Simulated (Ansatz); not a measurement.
Tunnelling through a barrier is set by its complex band structure: the current falls as exp(−2κd) with the smallest κ.

```yaml
crystal:
  lattice:
    - [3.91270, 0.00000, 0.00000]
    - [0.00000, 5.53339, 0.00000]
    - [0.00000, 2.76670, 2.76670]
  atoms:
    - { symbol: Sr, position: [0.00000, 0.00000, 0.00000] }
    - { symbol: Ti, position: [0.50000, 0.50000, 0.00000] }
    - { symbol: O, position: [0.50000, 0.50000, 0.50000] }
    - { symbol: O, position: [0.50000, 0.00000, 0.50000] }
    - { symbol: O, position: [0.00000, 0.50000, 0.00000] }
```

The cell is taken as given; by LDA it stands under a pressure of -8.3 GPa.

Transport runs along the normal of the first two printed cell vectors, the (110) plane of the conventional cell.

No gap correction and no spin-orbit coupling; mid-gap is the computed energy nearest the middle.

Q: Compute, with LDA run with Ansatz (an electronic-structure program), the band gap and the smallest decay constant κ at mid-gap.

A: Gap 1.77 eV on a 12×12×12 mesh; κ = 0.216 1/Å, at the zone centre.
